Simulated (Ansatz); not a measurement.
These are PBE (plane waves to 420 eV, PAW; Ansatz, a quantum-chemistry and plane-wave program) values and carry that method's errors.

Electrostatic potential energy of an electron, averaged over planes parallel to the surface, in eV from the Fermi level, for Pt on a Ni site (middle of the slab) in a 3x3 cell of the 1x1 (111) surface of fcc Ni, ferromagnetic:

(z (Å), V (eV)): (5.38, 5.10); (5.67, 5.10); (5.95, 5.10); (6.23, 5.10); (6.52, 5.09); (6.80, 5.08); (7.08, 5.06); (7.37, 5.00); (7.65, 4.90); (7.93, 4.67); (8.22, 4.19); (8.50, 3.20); (8.78, 1.07); (9.07, -5.00); (9.35, -14.24); (9.63, -20.23); (9.92, -19.00); (10.20, -11.40); (10.48, -3.00); (10.77, -0.46); (11.05, -4.55); (11.33, -13.73); (11.62, -20.86); (11.90, -21.14); (12.18, -14.39); (12.47, -5.14); (12.75, -0.52); (13.03, -2.24); (13.32, -10.14); (13.60, -18.30); (13.88, -20.68); (14.17, -15.78); (14.45, -6.83); (14.73, -0.91); (15.02, -1.80); (15.30, -9.25); (15.58, -17.67); (15.87, -20.64); (16.15, -16.12); (16.43, -7.08); (16.72, 0.15); (17.00, 2.82); (17.28, 4.00); (17.57, 4.56); (17.85, 4.83); (18.13, 4.96); (18.42, 5.02); (18.70, 5.05); (18.98, 5.06); (19.27, 5.07); (19.55, 5.07); (19.83, 5.07); (20.12, 5.08)

Slab: 36 atoms, 6.0 Å thick at the start (thin: gaps and levels are the slab's own); k 5x5x1, smearing 0.1 eV, dipole-corrected; 9 atoms held, the rest relaxed; symmetry of the start imposed; spin-polarised, no spin-orbit, no U.

The vacuum level lies 5.08 eV above the Fermi level over the top face and 5.10 eV above it under the bottom face.
